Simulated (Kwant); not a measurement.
System: armchair graphene ribbon with Haldane second-neighbour hopping. 21 dimer lines, bond 0.142 nm, hopping 2.7 eV, scattering region 4.3 nm long; sites with one neighbour are removed; energy swept from -0.95 to 0.95 eV from the neutrality point. Staggered potential ±Δ on the two sublattices, Δ = 0.41 eV. Second-neighbour term iλ/(3√3) ν with λ = 0.27 eV, a model term that the material doesn't have.

Constants are typed, rounded textbook-type inputs, not results; the design itself was drawn at random and stands for no fabricated device.

Computed with Kwant: nearest-neighbour tight-binding model of a honeycomb sheet with an imaginary second-neighbour term, one spin, coherent transport at 0 K. Conductance is in e²/h.

### Question
Is the sheet in its topological phase, how wide is its bulk gap, and what conductance is due inside it?

### Answer
At the two valleys the masses are λ ± Δ = 0.680 and -0.140 eV; the bulk gap is 2|λ − Δ| = 0.280 eV. λ < Δ, so the phase is trivial, and the gap gives G = 0. Simulated at 0.0633 eV: 0 e²/h.
